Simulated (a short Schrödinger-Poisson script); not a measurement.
Structure: gated In0.52Al0.48As/In0.53Ga0.47As δ-doped gas in a quantum well, at 300 K.

```
layer        material  thickness (nm)  Na (cm⁻³)
-----  --------------  --------------  ---------
1      In0.52Al0.48As              15          -
2      In0.52Al0.48As               5          -
3      In0.53Ga0.47As              20          -
4      In0.52Al0.48As            4000       6e15
```

The device is made up for the run: typed textbook-type constants, with dimensions and the other settings drawn at random. In0.52Al0.48As: permittivity 12.5, conduction-band edge (eV) 0.52, gap (eV) 1.45, electron mass (mₑ) 0.075, Nv at 300 K (cm⁻³) 1.1e19. In0.53Ga0.47As: permittivity 13.9, conduction-band edge (eV) 0, gap (eV) 0.74, Nv at 300 K (cm⁻³) 7.7e18.

Channel valleys (confinement mass, in-plane density-of-states mass, number): Γ 0.041, 0.041, 1. At the gate the conduction-band edge of layer 1 lies 0.65 eV − eVg above the Fermi level of the channel; the field vanishes at the back. Sheet of ionised δ-doping: +2.3e12 e/cm² at 15 nm from the gate. The barrier under the gate holds no holes. Gaps are held at their typed values at every temperature. Mesh 0.08 nm at interfaces.

Solved with a short Schrödinger-Poisson script written for these runs: 1D Poisson equation in equilibrium, electrons quantum, Hartree (BenDaniel-Duke, 40 states a valley, the channel's in-plane mass for all, wave functions free to enter the barrier), parabolic valleys, classical holes, full ionisation, no traps, pinning or gate leakage.

The same stack at other levels of the model or other numerical settings:

| run | sheet density of all electrons at Vg = 0.4 V (cm⁻²) | sheet density of all electrons at Vg = -0.1 V (cm⁻²) | capacitance at Vg = 0.4 V (μF/cm²) | centroid of the channel electrons at Vg = 0.4 V (nm) | rough cost against the base |
|---|---|---|---|---|---|
| base | 1.70e12 | 4.24e11 | 0.434 | 6.09 | about 1 |
| electrons treated as classical, Boltzmann | 2.05e12 | 5.27e11 | 0.512 | 2.91 | 0.02 |
| electrons treated as classical, Fermi-Dirac | 1.76e12 | 4.72e11 | 0.431 | 5.47 | 0.1 |
| electrons treated as quantum, Hartree plus LDA exchange-correlation | 1.74e12 | [?] | 0.438 | [?] | 1 |
| mesh six times as coarse | 1.70e12 | 4.24e11 | 0.434 | [?] | 0.2 |
| one subband a valley | 1.65e12 | 4.11e11 | 0.418 | 5.19 | 0.3 |

Q: Complete the blanks.

A: 
- mesh six times as coarse, centroid of the channel electrons at Vg = 0.4 V (nm): 6.06
- electrons treated as quantum, Hartree plus LDA exchange-correlation, centroid of the channel electrons at Vg = 0.4 V (nm): 5.97
- electrons treated as quantum, Hartree plus LDA exchange-correlation, sheet density of all electrons at Vg = -0.1 V (cm⁻²): 4.44e11

The classical rows ignore confinement, and Boltzmann statistics overrate the density once the band edge passes the Fermi level.
